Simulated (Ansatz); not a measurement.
Reference: YTl3 (Pm-3m), PBEsol, DFPT electron-phonon coupling, linearised Boltzmann equation (plane waves, PAW, scalar-relativistic; Ansatz, a program for electronic structure); geometry: relaxed with this functional, without spin-orbit coupling.

```cif
data_Tl3Y
_chemical_formula_sum 'Y1 Tl3'
_space_group_name_H-M_alt 'P 1'
_space_group_IT_number 1
_cell_length_a 4.67297
_cell_length_b 4.67297
_cell_length_c 4.67297
_cell_angle_alpha 90.000
_cell_angle_beta 90.000
_cell_angle_gamma 90.000
loop_
_space_group_symop_operation_xyz
  'x, y, z'
loop_
_atom_site_label
_atom_site_type_symbol
_atom_site_fract_x
_atom_site_fract_y
_atom_site_fract_z
_atom_site_occupancy
Y1 Y 0.00000 0.00000 0.00000 1
Tl1 Tl 0.50000 0.50000 0.00000 1
Tl2 Tl 0.00000 0.50000 0.50000 1
Tl3 Tl 0.50000 0.00000 0.50000 1
```

resistivity at 300 K: 15.7 μΩ·cm

Question: Swap Y for Lu, keeping the structure type. How do these values move?

Answer: LuTl$_{3}$ (Pm-3m): volume per atom 25.5 to 25.0 Å³; resistivity at 300 K stays about the same (15.7 μΩ·cm to 15.8 μΩ·cm).

Question: Replace Tl by In on the same sites and relax. What happens?

Answer: YIn₃ (Pm-3m): volume per atom 25.5 to 23.9 Å³; resistivity at 300 K falls (15.7 μΩ·cm to 12.6 μΩ·cm).

Question: Swap Y for La, keeping the structure type. How do these values move?

Answer: LaTl₃ (Pm-3m): volume per atom 25.5 to 27.5 Å³; resistivity at 300 K rises (15.7 μΩ·cm to 20 μΩ·cm).

Moves up to 14 % count as about the same. Metals; harmonic phonons alone scatter; means over directions. Halving the electron mesh moves these values by up to 10 %; q meshes are mostly untested. Some of the runs warned that the eigensolver left states short of its tolerance. Spin-orbit coupling is left out.

Formula and space group known from diffraction (Crystallography Open Database), not checked to be the room-temperature form: LaTl3 (Pm-3m), LuTl3 (Pm-3m), YIn3 (Pm-3m), YTl3 (Pm-3m). The missing spin-orbit coupling matters most for LaTl3 (Pm-3m), LuTl3 (Pm-3m), YTl3 (Pm-3m).
